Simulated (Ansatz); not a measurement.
Input:

End structure of the (111)A surface of zinc-blende ZnS, Zn-terminated, OH on every top atom (bottom of the slab: 2 H on 4 bottom sites):

```xyz
42
Lattice="7.6984 0.0000 0.0000 -3.8492 6.6670 0.0000 0.0000 0.0000 30.5000" Properties=species:S:1:pos:R:3 pbc="T T T"
S     -0.0123     0.0067     9.8162
S      3.8676    -0.0112     9.4512
S     -1.9062     3.3223     9.4512
S      1.9123     3.3402     9.8162
Zn     2.0948     1.0126    10.4252
Zn     5.5861     1.2188    10.3923
Zn    -0.1877     4.5523    10.3923
Zn     4.0194     4.3461    10.4252
S      1.9246     1.1112    12.7657
S      5.7738     1.1112    12.7657
S      0.0000     4.4447    12.7657
S      3.8492     4.4447    12.7657
Zn     0.0000     2.2223    13.5514
Zn     3.8492     2.2223    13.5514
Zn    -1.9246     5.5558    13.5514
Zn     1.9246     5.5558    13.5514
S      0.0266     2.2077    15.9114
S      3.8336     2.2346    15.8933
S     -1.9402     5.5681    15.8933
S      1.9512     5.5412    15.9114
Zn    -0.0011     0.0016    16.7864
Zn     3.8625    -0.0029    16.6480
Zn    -1.9113     3.3306    16.6480
Zn     1.9235     3.3351    16.7864
S     -0.0133     0.0035    19.1469
S      3.8807    -0.0125    18.9427
S     -1.8931     3.3210    18.9427
S      1.9113     3.3370    19.1469
Zn     1.9704     1.0713    19.9661
Zn     5.7419     1.1540    19.9140
Zn    -0.0319     4.4875    19.9140
Zn     3.8950     4.4048    19.9661
H      0.0481    -0.0281     8.4651
H      1.9727     3.3054     8.4651
O      2.4247     0.7507    21.7522
H      3.3577     1.0757    21.8919
O      5.1374     1.2977    21.6905
H      5.2956     2.1750    22.0947
O     -0.6364     4.6312    21.6905
H     -0.4782     5.5084    22.0947
O      4.3493     4.0842    21.7522
H      5.2823     4.4092    21.8919
```

Model: 42-atom slab, 14.1 Å thick at the start with caps and adatoms, 3x3x1 mesh, Fermi-Dirac 0.025 eV, dipole correction, 8 atoms held, the rest relaxed; no symmetry held; no spin (no spin-polarised run to compare, though such a face may carry moments), no spin-orbit, no U. The slab shows no gap over 0.04 eV on its mesh. It is one candidate, not shown to be the stable structure of the face.

What is the computed work function of the top face (PBE in Ansatz, an electronic-structure program)?

7.62 eV
